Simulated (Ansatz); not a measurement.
Formation energy of the bound charge states of Cl interstitial in alpha quartz (start: void with 6O2Si nearest; 72-site cell, 2×2×2 Γ-centred sampling) against the Fermi level, Si-rich (Δμ(Cl) = -1.63 eV, bounded by SiCl4 (P2_1/c); only phases computed here count, gases as isolated molecules at 0 K). Method: PBE, PAW (plane waves to 420 eV; Ansatz, a first-principles code).

Details: 72-site cell; 2×2×2 Γ-centred k-points; host gap 5.68 eV; charged states image-corrected; not converged in cell size; flagged in the runs: a doubtful potential alignment, a host whose relaxation on this sampling wasn't shown to rest, a strain field that reaches the edge of the cell.

```csv
E_F − E_VBM (eV),q = +1,q = 0,q = −1
0.00,3.16,4.72,6.58
0.71,3.87,4.72,5.87
1.42,4.58,4.72,5.16
2.13,5.30,4.72,4.45
2.84,6.01,4.72,3.73
3.55,6.72,4.72,3.02
4.26,7.43,4.72,2.31
4.97,8.14,4.72,1.60
5.68,8.85,4.72,0.89
```

Crossings of the lowest lines: (+1/0) at 1.55 eV; (0/−1) at 1.86 eV.
